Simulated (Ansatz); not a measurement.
# Cohesive energy of AlB2-type TiB2 at several levels of theory

No measured value is used here.

```json
[
 {"level (code)": "LDA (Ansatz)", "value (eV/atom)": "8.07", "cell (Å³/atom)": "8.17"},
 {"level (code)": "BLYP (Ansatz)", "value (eV/atom)": "6.06", "cell (Å³/atom)": "8.79"},
 {"level (code)": "PBE (Ansatz)", "value (eV/atom)": "6.99", "cell (Å³/atom)": "8.56"},
 {"level (code)": "PBEsol (Ansatz)", "value (eV/atom)": "7.52", "cell (Å³/atom)": "8.37"},
 {"level (code)": "PBE-D3(BJ) (Ansatz)", "value (eV/atom)": "7.42", "cell (Å³/atom)": "8.29"},
 {"level (code)": "PBE-D4 (Ansatz)", "value (eV/atom)": "7.34", "cell (Å³/atom)": "8.29"},
 {"level (code)": "rVV10 (Ansatz)", "value (eV/atom)": "6.93", "cell (Å³/atom)": "8.59"},
 {"level (code)": "r²SCAN+rVV10 (Ansatz)", "value (eV/atom)": "6.97", "cell (Å³/atom)": "8.48"},
 {"level (code)": "HSE06 (Ansatz)", "value (eV/atom)": "6.70", "cell (Å³/atom)": "8.39"},
 {"level (code)": "LC-ωPBE (Ansatz)", "value (eV/atom)": "6.57", "cell (Å³/atom)": "8.19"},
 {"level (code)": "Hartree–Fock (Ansatz)", "value (eV/atom)": "3.76", "cell (Å³/atom)": "8.66"}
]
```

Free atoms are spin-polarised, in the lowest state found; at levels without +SOC their spin–orbit coupling is left out.  BLYP, HSE06, LC-ωPBE, Hartree–Fock: the free atom's electronic state is in doubt. HSE06, LC-ωPBE, Hartree–Fock: the run has no spin polarisation, so it can have missed a magnetic state. Each level is taken at its own relaxed cell. Cutoffs and k meshes differ between the levels. Ansatz's density-functional and Hartree–Fock values are scalar-relativistic unless marked +SOC, with PAW data made under PBE.

Ansatz is a program for electronic structure.
